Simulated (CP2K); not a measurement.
Band structure of Tl3Ga (Fm-3m, 4 atoms in the cell).

```yaml
crystal:
  lattice:
    - [5.48346, 0.00000, 0.00000]
    - [2.74173, 4.74881, 0.00000]
    - [2.74173, 1.58294, 4.47722]
  atoms:
    - { symbol: Tl, position: [0.25000, 0.25000, 0.25000] }
    - { symbol: Tl, position: [0.75000, 0.75000, 0.75000] }
    - { symbol: Tl, position: [0.50000, 0.50000, 0.50000] }
    - { symbol: Ga, position: [0.00000, 0.00000, 0.00000] }
```

Method of the run: PBEsol, GPW, DZVP-MOLOPT-SR-GTH basis, GTH-PBE potentials (GTH_POTENTIALS) run with CP2K.

Settings: CUTOFF = 600 Ry; REL_CUTOFF = 50 Ry; SMEAR/METHOD = FERMI_DIRAC; ELECTRONIC_TEMPERATURE = 1578.21 K; KPOINTS/SCHEME = MONKHORST-PACK 5 5 5; XC_FUNCTIONAL = PBE:PBESOL; Tl/BASIS_SET = DZVP-MOLOPT-SR-GTH-q13; Tl/POTENTIAL = GTH-PBE-q13; Ga/BASIS_SET = DZVP-MOLOPT-SR-GTH-q13; Ga/POTENTIAL = GTH-PBE-q13; METHOD = GPW; EPS_DEFAULT = 1e-11; EXTRAPOLATION = USE_GUESS; NGRIDS = 5.

The starting cell comes from a database of computed structures (which also holds hypothetical and non-ambient phases and stackings), without a prior relaxation at this level. Spin-orbit coupling is off. Values carry the incompleteness of an atom-centred basis. The potentials were made for another functional than the one used.

Levels in eV from the Fermi level, bands 23 to 28:
```json
[
 {"point": "Γ", "23": "-3.71", "24": "-1.34", "25": "0.82", "26": "0.82", "27": "0.82", "28": "0.87"},
 {"point": "X", "23": "-4.81", "24": "-4.43", "25": "-2.37", "26": "-2.37", "27": "3.73", "28": "3.85"},
 {"point": "W", "23": "-6.05", "24": "-5.50", "25": "0.15", "26": "0.19", "27": "0.20", "28": "0.20"},
 {"point": "K", "23": "-6.01", "24": "-4.36", "25": "-1.97", "26": "-0.13", "27": "1.75", "28": "1.82"},
 {"point": "L", "23": "-3.65", "24": "-3.55", "25": "-0.08", "26": "-0.08", "27": "-0.02", "28": "-0.02"},
 {"point": "U", "23": "-6.01", "24": "-4.36", "25": "-1.97", "26": "-0.13", "27": "1.75", "28": "1.82"}
]
```

Bands cross the Fermi level along this path, so the cell is metallic at this level.

Higher empty bands are left out: an atom-centred basis made for the valence describes them poorly.
